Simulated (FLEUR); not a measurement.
Input and output of a self-consistent single point for Nb3Si (Fm-3m, 4 atoms in the cell) (FLEUR)

Method of the run: FLEUR with PBE, all-electron FLAPW (FLEUR), scalar-relativistic valence.

This input was run:

Input of the input generator:

```
Nb3Si
&input film=f /
0.0000000000 3.4368490000 3.4368490000
3.4368490000 -0.0000000000 3.4368490000
3.4368490000 3.4368490000 -0.0000000000
1.8897261246
1.0 1.0 1.0

4
14 0.0000000000 0.0000000000 0.0000000000
41 0.5000000000 0.5000000000 0.5000000000
41 0.2500000000 0.2500000000 0.2500000000
41 0.7500000000 0.7500000000 0.7500000000

&comp jspins=1 /
&kpt div1=4 div2=4 div3=4 /
&end /
```

```xml
<?xml version="1.0" encoding="UTF-8" standalone="no"?>
<fleurInput fleurInputVersion="0.39">
   <comment>
      Nb3Si                                                                                               
   </comment>
   <calculationSetup>
      <cutoffs Kmax="3.9" Gmax="15.6" GmaxXC="15.6" numbands="0"/>
      <scfLoop itmax="80" minDistance="0.00001" maxIterBroyd="25" imix="Anderson" alpha="0.05" precondParam="0.0" spinf="2.0"/>
      <coreElectrons ctail="T" frcor="F" kcrel="0" coretail_lmax="0"/>
      <xcFunctional name="pbe" relativisticCorrections="F"/>
      <magnetism jspins="1"/>
      <soc l_soc="F" theta="0.0" phi="0.0" spav="F"/>
      <expertModes spex="0" secvar="F"/>
      <geometryOptimization l_f="T" forcealpha="1.0" forcemix="BFGS" epsdisp="0.00001" epsforce="0.00001"/>
      <ldaU l_linMix="F" mixParam="0.05" spinf="1.0"/>
   </calculationSetup>
   <cell>
      <bzIntegration valenceElectrons="43.0" mode="hist" fermiSmearingEnergy="0.00367493">
         <kPointListSelection listName="default-1"/>
         <!-- k-points included here -->
         <xi:include xmlns:xi="http://www.w3.org/2001/XInclude" href="kpts.xml"> </xi:include>
      </bzIntegration>
      <!-- symmetry operations included here -->
      <xi:include xmlns:xi="http://www.w3.org/2001/XInclude" href="sym.xml"> </xi:include>
      <bulkLattice scale="1.0">
         <bravaisMatrix>
            <row-1>    0.0000000000000000     6.4947033416053852     6.4947033416053852</row-1>
            <row-2>    6.4947033416053852     0.0000000000000000     6.4947033416053852</row-2>
            <row-3>    6.4947033416053852     6.4947033416053852     0.0000000000000000</row-3>
         </bravaisMatrix>
      </bulkLattice>
   </cell>
   <atomSpecies>
      <species name="Silicon (Si)" element="Si" atomicNumber="14">
         <mtSphere radius="2.07" gridPoints="715" logIncrement="0.016"/>
         <atomicCutoffs lmax="8" lnonsphr="6"/>
         <electronConfig flipSpins="F">
            <coreConfig>(1s1/2) (2s1/2) (2p1/2) (2p3/2)</coreConfig>
            <valenceConfig>(3s1/2) (3p1/2) (3p3/2)</valenceConfig>
            <stateOccupation state="(3p1/2)" spinUp="0.3333333333333" spinDown="0.3333333333333"/>
            <stateOccupation state="(3p3/2)" spinUp="0.6666666666667" spinDown="0.6666666666667"/>
         </electronConfig>
         <energyParameters s="3" p="3" d="3" f="4"/>
      </species>
      <species name="Niobium (Nb)" element="Nb" atomicNumber="41">
         <mtSphere radius="2.68" gridPoints="925" logIncrement="0.014"/>
         <atomicCutoffs lmax="10" lnonsphr="8"/>
         <electronConfig flipSpins="F">
            <coreConfig>(1s1/2) (2s1/2) (2p1/2) (2p3/2) (3s1/2) (3p1/2) (3p3/2) (3d3/2) (3d5/2)</coreConfig>
            <valenceConfig>(4s1/2) (4p1/2) (4p3/2) (5s1/2) (4d3/2) (4d5/2)</valenceConfig>
            <stateOccupation state="(5s1/2)" spinUp="0.5" spinDown="0.5"/>
            <stateOccupation state="(4d3/2)" spinUp="0.8" spinDown="0.8"/>
            <stateOccupation state="(4d5/2)" spinUp="1.2" spinDown="1.2"/>
         </electronConfig>
         <energyParameters s="5" p="5" d="4" f="4"/>
         <lo type="SCLO" l="0" n="4" eDeriv="0"/>
         <lo type="SCLO" l="1" n="4" eDeriv="0"/>
      </species>
   </atomSpecies>
   <atomGroups>
      <atomGroup species="Silicon (Si)">
         <relPos label="                   1">.0000000000 .0000000000 .0000000000</relPos>
         <force calculate="T" relaxXYZ="TTT"/>
      </atomGroup>
      <atomGroup species="Niobium (Nb)">
         <relPos label="                   2">1.000/2.000 1.000/2.000 1.000/2.000</relPos>
         <force calculate="T" relaxXYZ="TTT"/>
      </atomGroup>
      <atomGroup species="Niobium (Nb)">
         <relPos label="                   3">1.000/4.000 1.000/4.000 1.000/4.000</relPos>
         <relPos label="                   4">-1.000/4.000 -1.000/4.000 -1.000/4.000</relPos>
         <force calculate="T" relaxXYZ="TTT"/>
      </atomGroup>
   </atomGroups>
   <output dos="F" band="F" slice="F">
      <checks vchk="F" cdinf="F"/>
      <bandDOS minEnergy="-.5*Htr" maxEnergy="0.5*Htr" sigma="0.015" storeEVData="T"/>
      <vacuumDOS vacdos="F" integ="F" star="F" nstars="0" locx1="0.0" locy1="0.0" locx2="0.0" locy2="0.0" nstm="0" tworkf="0.0"/>
      <unfoldingBand unfoldBand="F" supercellX="1" supercellY="1" supercellZ="1"/>
      <plotting iplot="0" polar="F">
         <plot TwoD="T" vec1="  1.0  0.0  0.0" vec2="  0.0  1.0  0.0" vec3="  0.0  0.0  1.0" zero="  0.0  0.0  0.0" file="plot"/>
      </plotting>
      <chargeDensitySlicing numkpt="0" minEigenval="0.0" maxEigenval="0.0" nnne="0" pallst="F"/>
      <specialOutput eonly="F"/>
      <magneticCircularDichroism mcd="F" energyLo="-10.0" energyUp="0.0"/>
   </output>
  <!-- We include the file relax.xml here to enable relaxations (see documentation) -->
  <xi:include xmlns:xi="http://www.w3.org/2001/XInclude" href="relax.xml"> <xi:fallback/> </xi:include>
</fleurInput>
```

Output, abridged:

```
      Welcome to FLEUR        (www.flapw.de)
      MaX-Release 8.1          (www.max-centre.eu)

 ========== k-point set info ==========
 Selected k-point list: default-1
 k-point list type: mesh
 4 x 4 x 4
 Number of k points: 10

 ------------Calculation Setup---------------------------
           1           2           5          10
 Number of basis functions:          577
 Iteration:     1   Distance:      11.82029169 me/bohr^3
 Iteration:     2   Distance:      10.55092799 me/bohr^3
 Iteration:     3   Distance:       5.26643789 me/bohr^3
 Iteration:     4   Distance:       3.88590346 me/bohr^3
 Iteration:     5   Distance:       3.88690231 me/bohr^3
 Iteration:     6   Distance:       1.46412232 me/bohr^3
   [... 6 lines left out ...]
 Iteration:    13   Distance:       0.00288275 me/bohr^3
 Iteration:    14   Distance:       0.00068274 me/bohr^3
 Iteration:    15   Distance:       0.00012432 me/bohr^3
 Iteration:    16   Distance:       0.00009933 me/bohr^3
 Iteration:    17   Distance:       0.00000292 me/bohr^3

 Run finished successfully
 Stop message:
   Structural relaxation: Done

[file out, last iteration]
             iter=     18
          p o t e n t i a l   g e n e r a t o r
[...]
          integral of pseudo charge density inside the slab=        0.000000   0.000000
     coulomb potential in the interstitial region:
          density-coulomb potential integrals
          total density-coulomb potenti   -18615.4979503276
          density-effective potential integrals for spin  1
          total density-effective poten   -1.9107726453E+04
          charge density-energy density integrals
          total charge density-energy d   -3.7788564077E+02
 Updated energy parameters for spin:           1
  Atom    1 3s branch from -4.57 to  1.40 htr. ; e_l =  0.0366
  Atom    1 3p branch from -2.95 to  1.88 htr. ; e_l =  0.2193
  Atom    1 3d branch from -9.99 to  2.24 htr. ; e_l =  0.4118
  Atom    1 4f branch from -9.99 to  4.56 htr. ; e_l =  0.5791
  Atom    2 5s branch from -1.61 to  1.87 htr. ; e_l =  0.2785
  Atom    2 5p branch from -0.70 to  2.46 htr. ; e_l =  0.3948
  Atom    2 4d branch from -6.70 to  0.70 htr. ; e_l =  0.3732
  Atom    2 4f branch from -9.99 to  2.09 htr. ; e_l =  0.6575
  Atom    2 4s branch from-15.62 to -1.61 htr. ; e_l(l -1.6299
  Atom    2 4p branch from-12.23 to -0.70 htr. ; e_l(l -0.7522
  Atom    3 5s branch from -1.62 to  1.86 htr. ; e_l =  0.2835
  Atom    3 5p branch from -0.71 to  2.46 htr. ; e_l =  0.4004
  Atom    3 4d branch from -6.72 to  0.68 htr. ; e_l =  0.3713
  Atom    3 4f branch from -9.99 to  2.08 htr. ; e_l =  0.6638
  Atom    3 4s branch from-15.63 to -1.62 htr. ; e_l(l -1.6431
  Atom    3 4p branch from-12.24 to -0.71 htr. ; e_l(l -0.7642
[...]
 fermi energy and band-weighting factors:
at   0.37500   0.37500   0.37500   k-weight:    0.031250
   33 eigenvalues :
   -1.643617   -1.642894   -1.629618   -0.767980   -0.767980   -0.767273   -0.762712   -0.762712
   -0.761819   -0.746796   -0.744771   -0.744771    0.087742    0.219183    0.260961    0.260961
    0.322103    0.325748    0.325748    0.348344    0.348344    0.391017    0.394217    0.394217
    0.458110    0.463075    0.463075    0.472917    0.472917    0.504016    0.567550    0.567550
    0.598066
   [... 2 blocks of this kind left out ...]

[...]
FERMIE:
          first approx. to ef    (T=0)  :   0.377854 htr   (energy of the highest occ. eigenvalue)
          number of occ. states  (T=0)  :        214
          first approx. to seigv (T=0)  : -18.052630 htr
          sum of weights of occ. states :  21.562500
          sum of semicore charge        :   0.000000 e
FERHIS:  Fermi-Energy by histogram:
          bandgap                     :   0.000142 htr
          charge neutrality (T=0)     :   0.125000    (zero if the highest occ. eigenvalue is "entirely" occupied)
     EF_NEWTON:  Adjust Fermi-Energy by Newton-Method.
               Number of iterations needed  :   4
               The error in the weight is   :  0.11102E-14
               The error in ef is           : -0.16029E-16 htr
     -->  new fermi energy            :   0.377539 htr
          valence charge              :  43.000000 e
          actual charge blw ef-8kt    :  39.812500 e
          actual charge blw ef+8kt    :  43.000000 e
          number of occ. states       :       231
          sum of the valence weights  :   21.500000
          entropy         :   1.591931 *kb htr/K =   0.00000 htr/K
          sum of val. single particle energies:       -18.0975575577 htr
 Direct bandgap for spin            1 :    1.2162128193250132E-002  Htr
 at k-point            6  with k-vector   0.25000000000000000       0.37500000000000000       0.50000000000000000
          valence density: spin= 1
[...]
     l-like charge
     atom     s        p        d        f        total
 -->  1    0.79454  0.84715  0.06373  0.00358    1.70946
 -->  2    2.32892  6.15360  2.86313  0.03052   11.38245
 -->  3    2.25947  6.21090  2.73586  0.02743   11.23885
          total charge for spin  1=   43.000000
          interst. charge =       7.430378
          mt charge=              1.709459   11.382455   11.238854
          total charge  =   43.000000
          z= 14.     r(1)=  0.226251E-04     dx= 0.016000     m.t.index= 715
               n    l     j    energy       weight
               1.   0.   0.5  -65.0750      2.0000
               2.   0.   0.5   -4.5713      2.0000
               2.   1.   0.5   -2.9722      2.0000
               2.   1.   1.5   -2.9484      4.0000
          atom type    1  (spin 1)
          kinetic energy=  0.285555796532E+03     sum of the eigenvalues= -0.157030562624E+03
          0.00245271  electrons lost from core.
   [... 2 blocks of this kind left out ...]

          total charge for spin  1=  137.000000
          interst. charge =       7.432830
          mt charge=             11.707006   39.382454   39.238855
          total charge  =  137.000000
          zc=   137.000000     qfix=    1.000000
     t o t a l  e n e r g y
          sum of eigenvalues =             -6954.7266894134
          density-coulomb potential int   -18615.4979503276
          density-effective potential i   -19107.7264527869
          charge density-ex.-corr.energ     -377.8856407693
          el.-nucl. inter. diff. m.t.        340.4214467807
          Madelung term for atom type:        -9.3826991668
          el.-nucl. inter. diff. m.t.       4603.6804294369
          Madelung term for atom type:       -19.5091262735
          el.-nucl. inter. diff. m.t.       9204.4562803234
          Madelung term for atom type:       -41.3492926383
 ---->    total energy=                   -11751.4341271792 htr
 ---->    (input%tkb*entropy) TS=              0.0058502363 htr
 ---->    free energy=                    -11751.4399774155 htr
      extrapolation for T->0
 ---->    total electron energy=          -11751.4370522973 htr
 ***** TOTAL FORCES ON ATOMS *****
 TOTAL FORCE FOR ATOM TYPE=  1  X=  0.000   Y=  0.000   Z=  0.000
                       FX_TOT= 0.000000 FY_TOT= 0.000000 FZ_TOT= 0.000000
 TOTAL FORCE FOR ATOM TYPE=  2  X=  6.495   Y=  6.495   Z=  6.495
                       FX_TOT= 0.000000 FY_TOT= 0.000000 FZ_TOT= 0.000000
 TOTAL FORCE FOR ATOM TYPE=  3  X=  3.247   Y=  3.247   Z=  3.247
                       FX_TOT= 0.000000 FY_TOT= 0.000000 FZ_TOT= 0.000000
 Structural relaxation: Done
```

The run converged in 17 iterations. FLEUR gives forces in its relaxation mode, with a further iteration, so its stop message speaks of a relaxation.

The starting cell was generated: these elements placed on a structure prototype, without a prior relaxation; it need not be a known phase or ordering of this composition. Its lattice was rescaled by a random factor within 2.5 % of one. Spin polarisation is off. Values depend on the basis (sphere radii, cutoffs, local orbitals), which need not be converged. The log's line on a gap gives a spacing of levels on this mesh, which the program prints for metals too.

Cost on one core of a shared machine: roughly 40 s.
